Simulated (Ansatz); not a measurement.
ZnSnN₂ (Pna2₁, No. 33, 16 atoms in the cell; start mp-1029469) was calculated with HSE06 in Ansatz (PAW).

Settings: plane-wave cutoff 460 eV, 4×4×4 k mesh, Fermi–Dirac smearing 0.01 eV, scalar-relativistic PAW data made under PBE.

Cell (relaxed with PBEsol):

SnZnN2 is modelled in the orthorhombic space group Pna2₁ (No. 33), Pearson symbol oP16. Conventional cell: a = 5.8333 Å, b = 6.7124 Å, c = 5.4660 Å, α = β = γ = 90.00°. Zn on 4a is surrounded by 4 N at 2.035–2.053 Å (tetrahedral). Sn on 4a is surrounded by 4 N at 2.062–2.078 Å (tetrahedral). N1 on 4a has 2 Zn at 2.035–2.053 Å and 2 Sn at 2.071–2.078 Å (tetrahedral). N2 on 4a has 2 Zn at 2.036–2.040 Å and 2 Sn at 2.062–2.073 Å (tetrahedral). (Neighbours: up to the widest gap in distance over summed covalent radii, below 1.35, at either atom; cation-cation and far metal-metal contacts left out.)

What does this level give for the band gap?


- band gap = 1.32 eV (on the SCF k mesh)

Note: cell and atoms aren't relaxed at this level (largest force component 0.34 eV/Å).

Spin–orbit coupling is not included.

The computed numbers hold no vibrational or temperature effects.

Cost on a shared machine: around 13 core-minutes (rough).

A start named mp-… is a Materials Project structure, which need not be a measured phase.

Ansatz is a first-principles code.
